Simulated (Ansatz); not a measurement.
Consider MgSe in the rock salt structure (space group Fm-3m, No. 225).

```xyz
2
Lattice="0.0000 2.6956 2.6956 2.6956 0.0000 2.6956 2.6956 2.6956 0.0000" Properties=species:S:1:pos:R:3 pbc="T T T"
Mg     0.0000     0.0000     0.0000
Se     2.6956     2.6956     2.6956
```

All numbers come from LDA, PAW, 420 eV (Ansatz, an electronic-structure program; spin-orbit coupling left out).

For the base:

```
Property   Result
--------  -------
Band gap  1.72 eV
```

One thing is altered: the cell is scaled by 1.0250 in all directions; the atoms relax in the strained cell.

Problem. How does this affect the energy relative to the base and band gap?

Solution. The energy increases by 22 meV/atom; the band gap drops by 0.12 eV (1.72 eV → 1.60 eV).

Gaps are read on the SCF mesh and a high-symmetry path. No phonon test of stability was made.
